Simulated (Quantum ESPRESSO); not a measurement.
# Sensitivity of a calculation on H₂Pb₃O₄ (P-42_1c, 36 atoms in the cell) to its settings

```xyz
36
Lattice="8.2395 0.0000 0.0000 0.0000 8.2395 0.0000 0.0000 0.0000 9.4248" Properties=species:S:1:pos:R:3 pbc="T T T"
H      5.4675     6.7980     6.9930
H      6.7980     2.7719     2.4318
H      2.7719     1.4415     6.9930
H      1.4415     5.4675     2.4318
H      1.3478     5.5612     7.1442
H      2.6782     1.3478     2.2806
H      6.8916     2.6782     7.1442
H      5.5612     6.8916     2.2806
Pb     4.1197     4.1197     7.3522
Pb     4.1197     4.1197     2.0726
Pb     0.0000     0.0000     6.7850
Pb     0.0000     0.0000     2.6398
Pb     6.5959     5.1375     4.7322
Pb     5.1375     1.6435     4.6926
Pb     1.6435     3.1019     4.7322
Pb     3.1019     6.5959     4.6926
Pb     2.4762     7.2216     9.4050
Pb     1.0178     2.4762     0.0198
Pb     5.7633     1.0178     9.4050
Pb     7.2216     5.7633     0.0198
O      6.6522     7.5641     8.2313
O      7.5641     1.5872     1.1935
O      1.5872     0.6753     8.2313
O      0.6753     6.6522     1.1935
O      2.5325     4.7950     5.9058
O      3.4444     2.5325     3.5189
O      5.7070     3.4444     5.9058
O      4.7950     5.7070     3.5189
O      2.0840     0.8990     1.6154
O      0.8990     6.1554     7.8094
O      6.1554     7.3404     1.6154
O      7.3404     2.0840     7.8094
O      6.2037     3.2207     3.0970
O      5.0187     6.2037     6.3278
O      2.0357     5.0187     3.0970
O      3.2207     2.0357     6.3278
```

Base run A: PBEsol, GBRV 1.5 ultrasoft (PBESOL) pseudopotentials in Quantum ESPRESSO, self-consistent single point.

Its settings: ecutwfc = 40 Ry; ecutrho = 200 Ry; occupations = smearing; smearing = gaussian; degauss = 0.00147 Ry; potentials = {H: h_pbesol_v1.4.uspp.F.UPF, Pb: pb_pbesol_v1.uspp.F.UPF, O: o_pbesol_v1.2.uspp.F.UPF}; K_POINTS = automatic 2 2 2 1 1 1; conv_thr = 1e-11 Ry; mixing_beta = 0.3.

The starting cell comes from a database of computed structures (which also holds hypothetical and non-ambient phases and stackings), without a prior relaxation at this level. Its lattice was rescaled by a random factor within 2.5 % of one. Spin-orbit coupling is off. In the base run, with a pressure of about -3 GPa the cell is away from its equilibrium volume at this level. The shifted mesh does not hold Γ, so a gap read on it misses any band edge there.

ΔF is the free energy per atom less that of run A. 

Run A gave: pressure (GPa) -3.07; largest force (eV/Å) 0.743; gap on the mesh (eV) 2.983; k-points 1.

Runs:
- B: ecutrho: 200 Ry → 160 Ry
- C: conv_thr: 1e-11 Ry → 7.3e-07 Ry
- D: lattice scaled by 1.03
- E: nbnd: default → 200
- F: nosym: default → true
- G: mixing_beta: 0.3 → 0.5; mixing_mode: default → local-TF
- H: occupations: smearing → tetrahedra_opt; smearing: gaussian → default; degauss: 0.00147 Ry → default

Problem. What does run D change against A?

Solution. The free energy goes up by 56.8 meV/atom, the pressure goes from -3.07 to -7.66 GPa, the largest force goes from 0.743 to 1.810 eV/Å and the gap on the mesh goes from 2.983 to 2.833 eV.

Problem. What does run B change against A?

Solution. The free energy falls by 2.0 meV/atom, the pressure goes from -3.07 to -2.88 GPa, the largest force moves little (0.743 to 0.746 eV/Å) and the gap on the mesh hardly changes (2.983 to 2.988 eV).

```csv
run,ΔF (meV/atom),pressure (GPa),largest force (eV/Å),gap on the mesh (eV),k-points
A,0.00,-3.07,0.743,2.983,1
B,-1.96,-2.88,0.746,2.988,1
C,0.00,-3.09,0.750,2.983,1
D,56.8,-7.66,1.810,2.833,1
E,0.00,-3.07,0.742,2.983,1
F,0.00,-3.07,0.743,2.983,4
G,0.00,-3.07,0.742,2.983,1
H,0.00,-3.07,0.743,2.983,1
```
